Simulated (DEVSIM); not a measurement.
System: illuminated Si n-on-p cell, one wavelength, at 300 K.

Layer 1 from the left is Si, thickness (μm) 0.810, Nd (cm⁻³) 2.6e18, τn (s) 2.5e-6, τp (s) 2.8e-6, absorption coefficient (cm⁻¹) 1300. Layer 2 from the left is Si, thickness (μm) 150, Na (cm⁻³) 1.4e17, τn (s) 5.3e-6, τp (s) 5.3e-6, absorption coefficient (cm⁻¹) 1300.

Left contact: ohmic, minority hole recombination velocity 700 cm/s. Right contact: ohmic, minority electron recombination velocity 100 cm/s. Voltage is applied to the left contact. Recombination: SRH at mid-gap, radiative, Auger. Light enters at the left, 3e17 photons cm⁻² s⁻¹, one pass, no reflection. Mobility is μmin + (μ − μmin)/(1 + (N/Nref)^α).

This is a model device: material constants are rounded textbook-type values typed into the input, and sizes, dopings and lifetimes were drawn at random. Values at 300 K.

Si: gap (eV) 1.124, affinity (eV) 4.05, permittivity 11.7, Nc (cm⁻³) 2.86e19, Nv (cm⁻³) 3.1e19, μn (cm²/Vs) 1417, μp (cm²/Vs) 470, μn,min 52, μp,min 45, Nref,n 9.7e16, Nref,p 2.2e17, αn 0.68, αp 0.72, B (cm³/s) 4.7e-15, Cn (cm⁶/s) 2.8e-31, Cp (cm⁶/s) 9.9e-32.

DEVSIM, 1D drift-diffusion, Boltzmann statistics, complete ionisation; no tunnelling, impact ionisation, image-force lowering or self-heating.

Task: What does the simulation give for the dark forward voltage at 100 A/cm², the largest field in the device at zero bias, the short-circuit current?

Result: dark forward voltage at 100 A/cm² 0.931 V; largest field in the device at zero bias 190000 V/cm; short-circuit current 45.0 mA/cm².
